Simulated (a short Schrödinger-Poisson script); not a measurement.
Stack: symmetric double-gate stack, SiO2 on p-type Ge(111), at 300 K.

```csv
layer,material,thickness (nm),Na (cm⁻³)
1,SiO2,3.1,-
2,Ge,10,6e16
3,SiO2,3.1,-
```

The device is made up for the run: typed textbook-type constants, with dimensions and the other settings drawn at random. SiO2: permittivity 3.9, conduction-band edge (eV) 3.1, gap (eV) 9, electron mass (mₑ) 0.5. Ge: permittivity 16, conduction-band edge (eV) 0, gap (eV) 0.664, Nv at 300 K (cm⁻³) 6e18.

Channel valleys (confinement mass, in-plane density-of-states mass, number): L1 1.59, 0.08, 1; L3 0.09, 0.34, 3. At the gates, both at one voltage, the conduction-band edge of layer 1 lies 3.37 eV − eVg above the Fermi level of the channel. Gaps are held at their typed values at every temperature. Mesh 0.03 nm at interfaces.

From a short Schrödinger-Poisson script (our own, NumPy): 1D Poisson equation in equilibrium, electrons classical, Boltzmann, parabolic valleys, classical holes, full ionisation, no traps, pinning or gate leakage.

The same stack at other levels of the model or other numerical settings:

```
run                                          sheet density of all electrons at Vg = 1.7 V (cm⁻²)  sheet density of all electrons at Vg = 0.5 V (cm⁻²)  capacitance of both gates at Vg = 1.7 V (μF/cm²)  rough cost against the base
-------------------------------------------  ---------------------------------------------------  ---------------------------------------------------  ------------------------------------------------  ---------------------------
base                                                                                     1.87e13                                              3.23e12                                              2.14                      about 1
electrons treated as classical, Fermi-Dirac                                              1.81e13                                              3.19e12                                                 ?                            4
electrons treated as quantum, Hartree                                                          ?                                                    ?                                              1.93                           20
mesh six times as coarse                                                                 1.86e13                                              3.21e12                                              2.13                      about 1
```

Q: Fill in the missing entries.

A: 
- electrons treated as classical, Fermi-Dirac, capacitance of both gates at Vg = 1.7 V (μF/cm²): 2.05
- electrons treated as quantum, Hartree, sheet density of all electrons at Vg = 1.7 V (cm⁻²): 1.67e13
- electrons treated as quantum, Hartree, sheet density of all electrons at Vg = 0.5 V (cm⁻²): 2.75e12

The classical rows ignore confinement, and Boltzmann statistics overrate the density once the band edge passes the Fermi level.

Only the L valleys are kept; under strong confinement the Δ valleys of Ge fill too.
